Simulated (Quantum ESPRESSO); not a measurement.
## Convergence series on BaLaMg₁₄ (P-6m2, 16 atoms in the cell)

```cif
data_BaLaMg14
_chemical_formula_sum 'Ba1 La1 Mg14'
_space_group_name_H-M_alt 'P 1'
_space_group_IT_number 1
_cell_length_a 6.84154
_cell_length_b 6.84154
_cell_length_c 10.48355
_cell_angle_alpha 90.000
_cell_angle_beta 90.000
_cell_angle_gamma 120.000
loop_
_space_group_symop_operation_xyz
  'x, y, z'
loop_
_atom_site_label
_atom_site_type_symbol
_atom_site_fract_x
_atom_site_fract_y
_atom_site_fract_z
_atom_site_occupancy
Ba1 Ba 0.00000 0.00000 0.50000 1
La1 La 0.00000 0.00000 0.00000 1
Mg1 Mg 0.00552 0.50276 0.00000 1
Mg2 Mg 0.49724 0.99448 0.00000 1
Mg3 Mg 0.49724 0.50276 0.00000 1
Mg4 Mg 0.00859 0.50430 0.50000 1
Mg5 Mg 0.49571 0.99141 0.50000 1
Mg6 Mg 0.49571 0.50430 0.50000 1
Mg7 Mg 0.17670 0.82330 0.24509 1
Mg8 Mg 0.64660 0.82330 0.75491 1
Mg9 Mg 0.17670 0.35340 0.24509 1
Mg10 Mg 0.17670 0.82330 0.75491 1
Mg11 Mg 0.64660 0.82330 0.24509 1
Mg12 Mg 0.17670 0.35340 0.75491 1
Mg13 Mg 0.66667 0.33333 0.24950 1
Mg14 Mg 0.66667 0.33333 0.75050 1
```

Level of theory: PBEsol, GBRV 1.5 ultrasoft (PBESOL) pseudopotentials (plane waves; Quantum ESPRESSO).

The starting cell comes from a database of computed structures (which also holds hypothetical and non-ambient phases and stackings), without a prior relaxation at this level.

Held fixed: ecutwfc = 40 Ry; ecutrho = 200 Ry; occupations = smearing; smearing = fd; degauss = 0.0073499 Ry; potentials = {Ba: ba_pbesol_v1.uspp.F.UPF, La: la_pbesol_v1.uspp.F.UPF, Mg: mg_pbesol_v1.4.uspp.F.UPF}; conv_thr = 1e-11 Ry.

ΔF is the free energy per atom less that of the last row (automatic 6 6 3 0 0 0).

```csv
K_POINTS,ΔF (meV/atom),pressure (GPa),largest force (eV/Å),k-points,plane waves
automatic 1 1 1 0 0 0,144.3,-1.27,0.257,1,12213
automatic 2 2 1 0 0 0,-12.3,-0.64,0.077,2,12236
automatic 2 2 2 0 0 0,-40.5,-0.91,0.144,4,12280
automatic 3 3 2 0 0 0,10.2,-0.70,0.065,6,12280
automatic 4 4 2 0 0 0,-2.0,-0.70,0.068,8,12282
automatic 5 5 3 0 0 0,-3.6,-0.69,0.074,10,12264
automatic 6 6 3 0 0 0,0.00,-0.70,0.074,14,12273
```
